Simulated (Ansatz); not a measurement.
The parent structure is HfS₂ in the CdI2 type structure (space group P-3m1, No. 164; layered, stacked along the Cartesian z axis).

Space group P-3m1 (No. 164); a = 3.547 Å, b = 3.547 Å, c = 5.577 Å, α = 90.00°, β = 90.00°, γ = 120.00°

| atom | site | symmetry | x | y | z |
|---|---|---|---|---|---|
| Hf | 1a | -3m. | 0.0000 | 0.0000 | 0.0000 |
| S | 2d | 3m. | 0.3333 | 0.6667 | 0.2619 |

Calculations: PBEsol-D3(BJ) (Ansatz, a program for electronic structure, PAW, no spin-orbit coupling).

Before the change:

```
Property                               Value
---------------------  ---------------------
Valence-band top at Γ  0.00, -0.29, -0.29 eV
Band gap                             0.45 eV
Gap character                indirect, Γ → L
```

The change: the cell is scaled by 1.0112 in all directions; the atoms relax in the strained cell.

What does the calculation give for the valence-band top at Γ after the change?

The valence-band top at Γ (three highest levels, from the VBM) becomes 0.00, -0.28, -0.28 eV (base: 0.00, -0.29, -0.29 eV).

Estimate the effect on the largest internal atomic displacement.

The largest internal atomic displacement comes out as 0.031 Å.

Predict the new band gap.

The band gap goes up by 0.177 eV (0.45 eV → 0.62 eV).

What happens to the gap character?

The gap character is still indirect, Γ → L.

Predict the new energy relative to the base.

The energy goes up by 3.6 meV/atom.

With Hf present, leaving out spin-orbit coupling can change the band edges. Stability against distortions was not tested.
